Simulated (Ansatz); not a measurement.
Results of r²SCAN-D4 (plane waves, PAW; Ansatz, an electronic-structure program) for CsCl-type KBr (model structure).

Numerical settings: plane-wave cutoff 500 eV, 8×8×8 k mesh, gaussian smearing 0.02 eV, scalar-relativistic PAW data made under PBE.

Cell (relaxed at this level):

```cif
data_BrK
_chemical_formula_sum 'K1 Br1'
_space_group_name_H-M_alt 'P 1'
_space_group_IT_number 1
_cell_length_a 3.95627
_cell_length_b 3.95627
_cell_length_c 3.95627
_cell_angle_alpha 90.000
_cell_angle_beta 90.000
_cell_angle_gamma 90.000
loop_
_space_group_symop_operation_xyz
  'x, y, z'
loop_
_atom_site_label
_atom_site_type_symbol
_atom_site_fract_x
_atom_site_fract_y
_atom_site_fract_z
_atom_site_occupancy
K1 K 0.00000 0.00000 0.00000 1
Br1 Br 0.50000 0.50000 0.50000 1
```

Problem. Predict the band gap.

Solution. 
- band gap: 4.82 eV (on the SCF k mesh)

Note: the relaxation could raise the start's symmetry but not lower it, so the cell can be a saddle point.

Spin–orbit coupling is not included.

Computed values are for the static lattice.

A model structure was made by putting elements into a prototype or built by hand; it is no filed structure, need not be a known phase, and can be a saddle point held by its symmetry.
